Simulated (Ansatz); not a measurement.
Start from PbS in the rock salt structure (space group Fm-3m, No. 225; a = 5.903 Å).

Structures relaxed with DFT with PBEsol, PAW potentials and a 420 eV plane-wave cutoff in Ansatz (an electronic-structure program), spin-orbit coupling left out.

Base:

Simulated powder pattern, Cu Kα1, λ = 1.54056 Å (kinematic, ideal powder, no thermal factors, no anomalous dispersion; the 14 strongest lines at most, above 2 %, up to 2θ = 90°):

```csv
2θ (°),I/Imax (%),hkl
26.13,97,(111)
30.26,100,(200)
43.32,75,(220)
51.29,51,(311)
53.75,27,(222)
62.93,13,(400)
69.34,21,(331)
71.41,35,(420)
79.48,27,(422)
85.39,17,(511)
```

Perturbation: full substitution Pb → Pd; the structure is relaxed again.

After the change:

Simulated powder pattern, Cu Kα1, λ = 1.54056 Å (kinematic, ideal powder, no thermal factors, no anomalous dispersion; the 14 strongest lines at most, above 2 %, up to 2θ = 90°):

```csv
2θ (°),I/Imax (%),hkl
31.14,58,(111)
36.11,100,(200)
52.00,66,(220)
61.86,23,(311)
64.94,22,(222)
76.62,10.0,(400)
84.99,9.2,(331)
87.75,29,(420)
```

The indices refer to each structure's own conventional cell; one index is shown for lines that coincide.

Whether these cells are dynamically stable was not tested. As relaxed here, PdS is a hypothetical phase, not in the database extracts checked. All final runs are without spin polarisation.
